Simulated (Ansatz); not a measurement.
## Response to strain in ScAl3

Base system: ScAl3 in the Cu3Au type structure (space group Pm-3m, No. 221; relaxed with 0.1 eV smearing).

```
CELL_PARAMETERS angstrom
      4.07246     0.00000     0.00000
      0.00000     4.07246     0.00000
      0.00000     0.00000     4.07246
ATOMIC_POSITIONS crystal
  Sc 0.00000 0.00000 0.00000
  Al 0.00000 0.50000 0.50000
  Al 0.50000 0.00000 0.50000
  Al 0.50000 0.50000 0.00000
```

Cartesian axes are those of the cell as printed.

Strains are applied to the cell and any free atomic positions relax; under biaxial strain the out-of-plane vector relaxes too.

Method: PBEsol/PAW in Ansatz (a first-principles code), without spin-orbit coupling.

Notes on the quantities. pressure: mean of the normal stresses, compression positive; energy relative to the base: free energy F.

```json
[
 {"change": "base", "out-of-plane strain": "–", "pressure": "0.0 GPa", "energy relative to the base": "0 meV/atom"},
 {"change": "biaxial strain +0.60 %, plane normal [001], relaxed out of plane", "out-of-plane strain": "-0.27 %", "pressure": "-0.8 GPa", "energy relative to the base": "+0.8 meV/atom"},
 {"change": "biaxial strain +1.20 %, plane normal [001], relaxed out of plane", "out-of-plane strain": "___", "pressure": "___", "energy relative to the base": "___"},
 {"change": "biaxial strain +1.80 %, plane normal [001], relaxed out of plane", "out-of-plane strain": "-0.82 %", "pressure": "-2.3 GPa", "energy relative to the base": "+6.9 meV/atom"},
 {"change": "biaxial strain +2.40 %, plane normal [001], relaxed out of plane", "out-of-plane strain": "-1.10 %", "pressure": "-3.0 GPa", "energy relative to the base": "+12 meV/atom"},
 {"change": "biaxial strain +3.00 %, plane normal [001], relaxed out of plane", "out-of-plane strain": "-1.40 %", "pressure": "-3.6 GPa", "energy relative to the base": "+18 meV/atom"}
]
```

Problem. Some entries are withheld; estimate them.

Solution. 
- biaxial strain +1.20 %, plane normal [001], relaxed out of plane, out-of-plane strain: -0.54 %
- biaxial strain +1.20 %, plane normal [001], relaxed out of plane, pressure: -1.6 GPa
- biaxial strain +1.20 %, plane normal [001], relaxed out of plane, energy relative to the base: +3.1 meV/atom

No phonon test of stability was made. The final runs are not spin-polarised.
